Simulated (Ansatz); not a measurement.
# Sn, pressure series

The parent structure is Sn (space group I4_1/amd, No. 141).

```
CELL_PARAMETERS angstrom
     -2.97355     2.97355     1.60610
      2.97355    -2.97355     1.60610
      2.97355     2.97355    -1.60610
ATOMIC_POSITIONS crystal
  Sn 0.75000 0.25000 0.50000
  Sn 0.00000 0.00000 0.00000
```

Cell and atoms are relaxed at each pressure.

Method: Ansatz (a quantum-chemistry and plane-wave program) PBE, without spin-orbit coupling, earlier PAW set.

```
P (GPa)  V (Å³/atom)
-------  -----------
-2.00         29.778
-1.01         29.050
3.00          26.876
7.00          25.388
15.00         23.350
30.00         20.990
50.00         19.064
75.00         17.489
100.00        16.368
```

Question: Fit a third-order Birch–Murnaghan equation of state.

Answer: Least squares on P(V) = (3B₀/2)[(V₀/V)^(7/3) − (V₀/V)^(5/3)]·[1 + (3/4)(B₀′ − 4)((V₀/V)^(2/3) − 1)] gives V₀ = 28.39 Å³/atom, B₀ = 48 GPa and B₀′ = 4.7.

Measured bulk modulus of Sn: 57.037 GPa (temperature not stated; as listed in Tao Chen et al., Physical Review Materials (2023)); the computed value is for a static lattice, so the two differ by thermal effects too.

Load acts through the strain it causes; cell and atoms are relaxed under it. No phonon test of stability was made. Measured, Sn leaves this structure (for a body-centred tetragonal phase) near 8 GPa (temperature not stated; as listed in Olga Degtyareva, NATO science for peace and security series. B, Physics and biophysics (2010)).
